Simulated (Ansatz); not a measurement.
Base system: LaMnO3 (space group C2/c, No. 15; ferromagnetic; a cell from a computed database, its experimental status unchecked).

```
LaMnO3
1.0
    4.68395    -2.74656     0.00000
    4.68395     2.74656     0.00000
   -3.05203     0.00000     4.48173
La Mn O
2 2 6
Direct
  0.75200   0.24800   0.25000
  0.24800   0.75200   0.75000
  0.00000   0.50000   0.00000
  0.50000   0.00000   0.50000
  0.23950   0.31032   0.31036
  0.76050   0.68968   0.68964
  0.68968   0.76050   0.18964
  0.31032   0.23950   0.81036
  0.80202   0.19798   0.75000
  0.19798   0.80202   0.25000
```

Cartesian axes are those of the cell as printed.

Calculations: PBEsol (Ansatz, a program for electronic structure, PAW, no spin-orbit coupling).

For the base:

The magnetic state comes out as ferromagnetic. The volume per atom is 11.53 Å³ and the band gap is zero.

Now apply this change: uniaxial stress, 5 GPa compression along z, with the cell and atoms free to relax against it.

Task: What happens to the magnetic state?

Result: The magnetic state remains ferromagnetic.

Task: What happens to the volume per atom?

Result: The volume per atom shrinks by 0.11 Å³, from 11.53 Å³ to 11.42 Å³.

Task: How does this affect the energy relative to the base?

Result: The energy goes up by 4.3 meV/atom.

Task: How does this affect the band gap?

Result: The band gap stays zero.

Without a gap, meshes like the base's 8×8×8 leave anisotropic stresses uncertain by several tenths of a GPa, and small strain energies with them. Load acts through the strain it causes; cell and atoms are relaxed under it. Stability under load was not tested beyond the relaxation. No Hubbard U is applied and the magnetic state is the run's own (LaMnO3 ferromagnetic); small cells can't hold the antiferromagnetic order that many such compounds have, so gaps and moments can be off.
